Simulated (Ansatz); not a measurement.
The starting structures come from a database of crystals and need not be the phases stable at ambient conditions.

 Where the default PAW files enter, the runs use the earlier of Ansatz's two default sets.

Tunnelling through a barrier is set by its complex band structure: the current falls as exp(−2κd) with the smallest κ.

Input:

```yaml
crystal:
  lattice:
    - [5.33347, 0.00000, 0.00000]
    - [0.77402, 7.22250, 0.00000]
    - [-2.27973, 3.61125, 2.46565]
  atoms:
    - { symbol: Mg, position: [0.00000, 0.50000, 0.00000] }
    - { symbol: Pd, position: [0.00000, 0.00000, 0.00000] }
    - { symbol: F, position: [0.14646, 0.10033, 0.65708] }
    - { symbol: F, position: [0.85354, 0.89967, 0.34292] }
    - { symbol: F, position: [0.48938, 0.75741, 0.63164] }
    - { symbol: F, position: [0.51062, 0.24259, 0.36836] }
    - { symbol: F, position: [0.85774, 0.38905, 0.71128] }
    - { symbol: F, position: [0.14226, 0.61095, 0.28872] }
```

Space group of this cell: R-3. The cell is taken as given; by PBEsol its mean pressure is 0.7 GPa.

Transport runs along the normal of the first two printed cell vectors, the (110) plane of the conventional cell.

No gap correction and no spin-orbit coupling; mid-gap values are interpolated between computed energies.

Question: Predict the band gap and the smallest decay constant κ at mid-gap from Ansatz (a program for electronic structure) with PBEsol.

Answer: Gap 1.93 eV on a 12×12×12 mesh; κ = 0.538 1/Å, at (0.500, 0.000) of the in-plane reciprocal vectors. At the zone centre, at the nearest computed energy, the slowest state has κ = 0.58 1/Å.
